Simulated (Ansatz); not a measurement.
Cell and atoms of amorphous Ti16Si32:

```xyz
48
Lattice="9.1660 0.1230 0.3704 0.1230 9.5388 0.1702 0.3704 0.1702 8.4456" Properties=species:S:1:pos:R:3 pbc="T T T"
Ti     1.9089     8.1832     6.7353
Ti     9.2435     7.8396     1.2091
Ti     8.0061     9.4304     5.1128
Ti     7.9750     6.0685     3.2730
Ti     5.5648     4.3674     0.7165
Ti     3.5000     7.0107     0.7168
Ti     2.1077     2.1370     1.7304
Ti     7.6355     3.3056     5.0777
Ti     6.5079     9.1704     8.4110
Ti     8.1549     3.2173     1.9367
Ti     4.4740     6.1023     3.2965
Ti     0.7605     1.9554     5.7462
Ti     5.2690     1.1938     5.7823
Ti     1.8784     9.1380     3.3080
Ti     3.9165     5.6937     6.5370
Ti     0.6031     5.2221     5.9924
Si     2.6825     4.5747     4.5161
Si     9.2458     1.7482     3.7753
Si     6.1117     6.6434     7.5688
Si     6.4671     1.6638     1.0187
Si     0.5998     4.0672     3.4313
Si     9.2066     0.2871     7.7486
Si     4.0182     1.1918     3.2877
Si     5.8523     8.0142     4.5970
Si     6.5118     1.5839     3.4858
Si     4.6651     1.8200     8.4109
Si     7.2028     8.8801     2.5360
Si     3.3574     4.1550     8.6159
Si     9.1143     0.7438     1.6564
Si     3.2097     2.9923     6.2659
Si     5.6638     3.6536     6.7484
Si     2.4343     9.3670     0.6613
Si     2.8920     0.6042     5.3553
Si     1.6322     6.3301     2.4906
Si     1.1397     2.6276     8.0977
Si     6.1598     6.8331     1.4546
Si     1.8406     6.0093     8.1303
Si     2.7516     7.1351     4.7211
Si     8.4025     7.5772     7.2352
Si     0.3311     7.3238     4.5933
Si     8.1372     3.7693     7.6741
Si     6.1251     4.0845     3.2122
Si     6.2019     5.5119     5.1915
Si     7.4390     1.5108     6.9029
Si     3.7856     3.7586     2.5238
Si     8.2437     5.4934     0.6179
Si     4.5721     8.6073     2.4083
Si     4.4737     8.4893     6.8872
```

These are PBE, scalar-relativistic without spin-orbit coupling (plane waves to 420 eV, PAW; Ansatz, an electronic-structure program) values and carry that method's errors.

The cell was made by melting and quenching with the CHGNet potential and then relaxed with DFT. The hot cell started wider than the set density and was brought back towards it in steps. It is the lowest in DFT energy of 2 quenches. It is a model cell: composition and starting density were chosen by hand, and all elements were melted together. No dispersion term was used. Its density started from a set value of 3.69 and ended at 3.75 g/cm³. The simulated quench (nominally 240 K/ps over its main leg) is rapid and tends to freeze in more defects than a deposited or slowly cooled glass has. Values belong to this one cell and scatter from quench to quench. Volume and shape were free in the relaxation. Stress components on the final sampling reach 0.6 GPa. On a 2×2×2 Γ-centred mesh force components of up to 0.26 eV/Å stay, since the relaxation ran on one k-point at (1/4, 1/4, 1/4).

Bonds are counted up to Ti-Ti 3.96 Å, Ti-Si 3.28 Å, Si-Si 2.74 Å.

Q: Give the coordination numbers, mean bond lengths and angles.

A: 
The mean coordination of Ti is 13.88 (1 with 11, 1 with 12, 4 with 13, 4 with 14, 5 with 15, 1 with 16) and the mean coordination of Si comes out as 7.81 (1 with 5, 2 with 6, 7 with 7, 15 with 8, 6 with 9, 1 with 10). The mean Ti-Si bond is 2.698 Å (spread 0.164 Å, 140 counted) and the mean Si-Si bond comes out as 2.538 Å (spread 0.097 Å, 55 counted). The mean Ti-Ti bond is 3.337 Å (spread 0.262 Å, 41 counted) and the bond angle at Ti is mean 95.4°, spread 34.7°. The bond angle at Si is mean 98.3°, spread 31.9°.

Q: What Bader charges do the atoms carry, from a run on one k-point at (1/4, 1/4, 1/4)?

A: Means (range): Ti +1.14 e (+1.08 to +1.20), Si -0.57 e (-1.08 to -0.32).
```json
[
 {"atom": "Ti1", "charge (e)": "+1.11"},
 {"atom": "Ti2", "charge (e)": "+1.10"},
 {"atom": "Ti3", "charge (e)": "+1.15"},
 {"atom": "Ti4", "charge (e)": "+1.18"},
 {"atom": "Ti5", "charge (e)": "+1.15"},
 {"atom": "Ti6", "charge (e)": "+1.13"},
 {"atom": "Ti7", "charge (e)": "+1.11"},
 {"atom": "Ti8", "charge (e)": "+1.08"},
 {"atom": "Ti9", "charge (e)": "+1.19"},
 {"atom": "Ti10", "charge (e)": "+1.12"},
 {"atom": "Ti11", "charge (e)": "+1.09"},
 {"atom": "Ti12", "charge (e)": "+1.10"},
 {"atom": "Ti13", "charge (e)": "+1.14"},
 {"atom": "Ti14", "charge (e)": "+1.18"},
 {"atom": "Ti15", "charge (e)": "+1.17"},
 {"atom": "Ti16", "charge (e)": "+1.20"},
 {"atom": "Si17", "charge (e)": "-0.44"},
 {"atom": "Si18", "charge (e)": "-1.08"},
 {"atom": "Si19", "charge (e)": "-0.51"},
 {"atom": "Si20", "charge (e)": "-0.38"},
 {"atom": "Si21", "charge (e)": "-0.75"},
 {"atom": "Si22", "charge (e)": "-0.63"},
 {"atom": "Si23", "charge (e)": "-0.32"},
 {"atom": "Si24", "charge (e)": "-0.35"},
 {"atom": "Si25", "charge (e)": "-0.43"},
 {"atom": "Si26", "charge (e)": "-0.32"},
 {"atom": "Si27", "charge (e)": "-0.45"},
 {"atom": "Si28", "charge (e)": "-0.40"},
 {"atom": "Si29", "charge (e)": "-0.43"},
 {"atom": "Si30", "charge (e)": "-0.33"},
 {"atom": "Si31", "charge (e)": "-0.47"},
 {"atom": "Si32", "charge (e)": "-0.59"},
 {"atom": "Si33", "charge (e)": "-0.62"},
 {"atom": "Si34", "charge (e)": "-0.56"},
 {"atom": "Si35", "charge (e)": "-0.48"},
 {"atom": "Si36", "charge (e)": "-0.73"},
 {"atom": "Si37", "charge (e)": "-0.95"},
 {"atom": "Si38", "charge (e)": "-0.70"},
 {"atom": "Si39", "charge (e)": "-0.57"},
 {"atom": "Si40", "charge (e)": "-0.83"},
 {"atom": "Si41", "charge (e)": "-0.54"},
 {"atom": "Si42", "charge (e)": "-0.79"},
 {"atom": "Si43", "charge (e)": "-0.58"},
 {"atom": "Si44", "charge (e)": "-0.85"},
 {"atom": "Si45", "charge (e)": "-0.43"},
 {"atom": "Si46", "charge (e)": "-0.50"},
 {"atom": "Si47", "charge (e)": "-0.50"},
 {"atom": "Si48", "charge (e)": "-0.70"}
]
```
